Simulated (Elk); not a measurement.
Elk run on Co (P6_3/mmc, 4 atoms in the cell): self-consistent single point.

Method: Elk with PBE, all-electron FP-LAPW, Elk's shipped species files, default APW+lo basis.

The change in words: lattice scaled by 0.98. Reference geometry:
```xyz
4
Lattice="2.4664 0.0000 0.0000 -1.2332 2.1359 0.0000 0.0000 0.0000 8.0745" Properties=species:S:1:pos:R:3 pbc="T T T"
Co     0.0000     0.0000     0.0000
Co     0.0000     0.0000     4.0372
Co     0.0000     1.4240     2.0186
Co     1.2332     0.7120     6.0559
```
Moments meant for the start (each program seeds them in its own way; μB, in the order of the atoms Co Co Co Co): 3.0 3.0 3.0 3.0.

Reference input (self-consistent single point, DFT, PBE, all-electron FP-LAPW, Elk's shipped species files, default APW+lo basis): xctype = 20; spinpol = true; rgkmax = 7; stype = 3; swidth = 0.00367493 Ha; ngridk = 14 14 4; reducebf = 0.8; rmtscf = 0.91; nempty = 12 per atom; bfcmt = [[0.0, 0.0, -3.0], [0.0, 0.0, -3.0], [0.0, 0.0, -3.0], [0.0, 0.0, -3.0]]. This run's input differs from it in these lines:

```diff
@@ -28,5 +28,5 @@
 avec
-    4.6607455631   -0.0000001481    0.0000000000
-   -2.3303726533    4.0363241323    0.0000000000
-    0.0000000000    0.0000000000   15.2585557988
+    4.5675304262   -0.0000004775    0.0000000000
+   -2.2837647995    3.9555976205    0.0000000000
+    0.0000000000    0.0000000000   14.9533839269
```

The program printed (abridged):

```
│ Self-consistent loop started │
│ Loop number : 1 │
 total energy                :     -5572.37456285
 total moment                :    7.862961222
│ Loop number : 2 │
 total energy                :     -5573.03388102
 total moment                :    7.851132972
RMS change in Kohn-Sham potential (target) :    2.465875011     (  0.1000000000E-05)
Absolute change in total energy (target)   :   0.6593181718     (  0.1000000000E-03)
│ Loop number : 3 │
 total energy                :     -5566.65415029
 total moment                :    6.391949722
RMS change in Kohn-Sham potential (target) :    1.835793899     (  0.1000000000E-05)
   [... lines left out ...]
│ Loop number : 29 │
 total energy                :     -5574.11179552
 total moment                :   -6.205346681
RMS change in Kohn-Sham potential (target) :   0.2541929213E-05 (  0.1000000000E-05)
Absolute change in total energy (target)   :   0.5550455808E-04 (  0.1000000000E-03)
│ Loop number : 30 │
 total energy                :     -5574.11183583
 total moment                :   -6.206119314
RMS change in Kohn-Sham potential (target) :   0.6849056684E-06 (  0.1000000000E-05)
Absolute change in total energy (target)   :   0.2642564050E-04 (  0.1000000000E-03)
Convergence targets achieved

│ Loop number : 31 │

Energies :
 Fermi                       :     0.376009935575
 xc effective B-field        :    -0.225169340668
 external B-field            :      0.00000000000
 total energy                :     -5574.11185805
 (external B-field energy excluded from total)

Density of states at Fermi energy :    97.05050674
 (states/Hartree/unit cell)

Estimated indirect band gap :   0.1213637073E-03
 from k-point     20 to k-point     13
Estimated direct band gap   :   0.5155614063E-03
 at k-point     26

Charges :
 core                        :    48.00000000
 valence                     :    60.00000000
 interstitial                :    4.508833951
 muffin-tins (core leakage)
  species :    1 (Co)
   atom    1                 :    25.87456179     (  0.1463974334E-02)
   [... lines left out ...]
 error                       :   0.1179506984E-01

Moments :
 interstitial                :   0.1808689935
 muffin-tins
  species :    1 (Co)
   atom    1                 :   -1.587956583
   atom    2                 :   -1.587956583
   atom    3                 :   -1.605696249
   atom    4                 :   -1.605696249
 total in muffin-tins        :   -6.387305665
 total moment                :   -6.206436672

│ Self-consistent loop stopped │
```

The run converged in 31 iterations. The count includes the last loop, which Elk runs after its targets are met. Against the reference run the free energy rises by 48.3 meV/atom and the size of the net moment goes from 1.61 to 1.55 μB/atom.

The starting cell comes from a database of computed structures (which also holds hypothetical and non-ambient phases and stackings), without a prior relaxation at this level. Its lattice was rescaled by a random factor within 2.5 % of one. For this run, on top of that: lattice scaled by 0.98. The magnetic order is the one reached from the typed start; others were not searched systematically. Values depend on the basis (sphere radii, cutoffs, local orbitals), which need not be converged. The log's line on a gap gives a spacing of levels on this mesh, which the program prints for metals too.

Cost on one core of a shared machine: roughly 4 min.
